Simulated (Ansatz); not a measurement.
Defect migration in wurtzite CdS: interstitial H, charge state +1. All values below come from PBE, PAW (plane waves to 420 eV; Ansatz, a quantum-chemistry and plane-wave program).

Settings: 72 host sites, the relaxed PBE lattice, one k-point at (0.125, 0.250, 0.250), smearing 0.01 eV, spin-restricted, no image-charge correction. Energies are static. The charge state is imposed; whether it is stable for some Fermi level was not computed. Sites that were not tried may lie lower. The start lies 0.10 eV above the lowest site run (PBE).

Barriers: single points on a 2×2×2 k-point mesh shifted by half a step along c at the bands' geometries (they differ from the bands' own by up to 0.06 eV, and are uncertain by about as much).

Relaxed starting cell (atoms counted from 1):

```yaml
crystal:
  lattice:
    - [12.58897, 0.00000, 0.00000]
    - [-6.29448, 10.90236, 0.00000]
    - [0.00000, 0.00000, 13.65792]
  atoms:
    - { symbol: Cd, position: [0.22563, 0.11077, 0.23300] }
    - { symbol: Cd, position: [0.22067, 0.10887, 0.75014] }
    - { symbol: Cd, position: [0.22366, 0.44361, 0.24838] }
    - { symbol: Cd, position: [0.22337, 0.44550, 0.75237] }
    - { symbol: Cd, position: [0.22353, 0.77607, 0.24810] }
    - { symbol: Cd, position: [0.22358, 0.77428, 0.75267] }
    - { symbol: Cd, position: [0.55756, 0.10945, 0.24697] }
    - { symbol: Cd, position: [0.55799, 0.10808, 0.75360] }
    - { symbol: Cd, position: [0.55752, 0.44498, 0.24666] }
    - { symbol: Cd, position: [0.55820, 0.44705, 0.75336] }
    - { symbol: Cd, position: [0.55784, 0.77724, 0.25035] }
    - { symbol: Cd, position: [0.55708, 0.77702, 0.75155] }
    - { symbol: Cd, position: [0.88989, 0.11053, 0.24872] }
    - { symbol: Cd, position: [0.88779, 0.10950, 0.75114] }
    - { symbol: Cd, position: [0.89022, 0.44341, 0.25074] }
    - { symbol: Cd, position: [0.88921, 0.44290, 0.75013] }
    - { symbol: Cd, position: [0.88992, 0.77613, 0.24824] }
    - { symbol: Cd, position: [0.88772, 0.77511, 0.75122] }
    - { symbol: Cd, position: [0.10592, 0.23447, 0.50675] }
    - { symbol: Cd, position: [0.11108, 0.22389, 0.99757] }
    - { symbol: Cd, position: [0.11035, 0.55537, 0.50028] }
    - { symbol: Cd, position: [0.11088, 0.55603, 0.00072] }
    - { symbol: Cd, position: [0.10516, 0.87029, 0.50746] }
    - { symbol: Cd, position: [0.11095, 0.88863, 0.99718] }
    - { symbol: Cd, position: [0.49505, 0.24933, 0.51510] }
    - { symbol: Cd, position: [0.44583, 0.22382, 0.99769] }
    - { symbol: Cd, position: [0.44422, 0.55947, 0.50342] }
    - { symbol: Cd, position: [0.44543, 0.55780, 0.00063] }
    - { symbol: Cd, position: [0.44421, 0.88794, 0.50324] }
    - { symbol: Cd, position: [0.44537, 0.88942, 0.00080] }
    - { symbol: Cd, position: [0.77930, 0.22234, 0.49952] }
    - { symbol: Cd, position: [0.77960, 0.22433, 0.00031] }
    - { symbol: Cd, position: [0.77924, 0.55907, 0.49936] }
    - { symbol: Cd, position: [0.77953, 0.55661, 0.00023] }
    - { symbol: Cd, position: [0.77654, 0.88960, 0.50214] }
    - { symbol: Cd, position: [0.77848, 0.89012, 0.00069] }
    - { symbol: S, position: [0.18490, 0.09116, 0.42684] }
    - { symbol: S, position: [0.22307, 0.11168, 0.93783] }
    - { symbol: S, position: [0.22451, 0.44758, 0.43724] }
    - { symbol: S, position: [0.22355, 0.44608, 0.93940] }
    - { symbol: S, position: [0.22444, 0.77638, 0.43708] }
    - { symbol: S, position: [0.22350, 0.77760, 0.93958] }
    - { symbol: S, position: [0.55549, 0.10901, 0.43686] }
    - { symbol: S, position: [0.55688, 0.11131, 0.94020] }
    - { symbol: S, position: [0.55590, 0.44887, 0.43631] }
    - { symbol: S, position: [0.55694, 0.44622, 0.94004] }
    - { symbol: S, position: [0.55630, 0.77883, 0.43873] }
    - { symbol: S, position: [0.55682, 0.77879, 0.93912] }
    - { symbol: S, position: [0.88860, 0.11104, 0.43789] }
    - { symbol: S, position: [0.88885, 0.11129, 0.93851] }
    - { symbol: S, position: [0.88782, 0.44433, 0.43900] }
    - { symbol: S, position: [0.88971, 0.44503, 0.93787] }
    - { symbol: S, position: [0.88860, 0.77898, 0.43731] }
    - { symbol: S, position: [0.88864, 0.77785, 0.93850] }
    - { symbol: S, position: [0.11155, 0.22260, 0.18618] }
    - { symbol: S, position: [0.11165, 0.22281, 0.69107] }
    - { symbol: S, position: [0.11160, 0.55437, 0.18882] }
    - { symbol: S, position: [0.11115, 0.55442, 0.68800] }
    - { symbol: S, position: [0.11134, 0.88605, 0.18575] }
    - { symbol: S, position: [0.11157, 0.88643, 0.69161] }
    - { symbol: S, position: [0.44865, 0.22336, 0.18694] }
    - { symbol: S, position: [0.44616, 0.22233, 0.69276] }
    - { symbol: S, position: [0.44580, 0.55591, 0.18884] }
    - { symbol: S, position: [0.44505, 0.55523, 0.69000] }
    - { symbol: S, position: [0.44577, 0.88794, 0.18903] }
    - { symbol: S, position: [0.44499, 0.88805, 0.68991] }
    - { symbol: S, position: [0.77960, 0.22250, 0.18854] }
    - { symbol: S, position: [0.77766, 0.22143, 0.68753] }
    - { symbol: S, position: [0.77958, 0.55480, 0.18842] }
    - { symbol: S, position: [0.77779, 0.55423, 0.68731] }
    - { symbol: S, position: [0.77938, 0.88870, 0.18893] }
    - { symbol: S, position: [0.77867, 0.88834, 0.68913] }
    - { symbol: H, position: [0.06611, 0.03141, 0.39682] }
```
Cell charge +1.

End state 1 differs by these moves (Å; atoms that move under 0.08 Å are left out):

```tsv
atom	element	Δx	Δy	Δz
1	Cd	-0.02	0.00	0.21
17	Cd	0.00	-0.02	-0.21
19	Cd	0.14	-0.11	-0.06
23	Cd	0.16	0.27	0.00
25	Cd	-0.49	-0.30	-0.21
33	Cd	0.00	-0.57	0.21
35	Cd	-0.17	0.06	0.07
37	S	0.34	0.23	0.14
53	S	0.02	0.41	-0.14
73	H	-0.63	-1.05	-0.01
```

Give the forward and backward barriers to end state 1 at the level PBE, PAW.

forward 0.61 eV, backward 0.61 eV; at the saddle point atom 73 has neighbours S at 1.70, S at 1.71 Å. The check of the saddle point's order was inconclusive, and it lies on a symmetry element of the cell, where a band can be held.
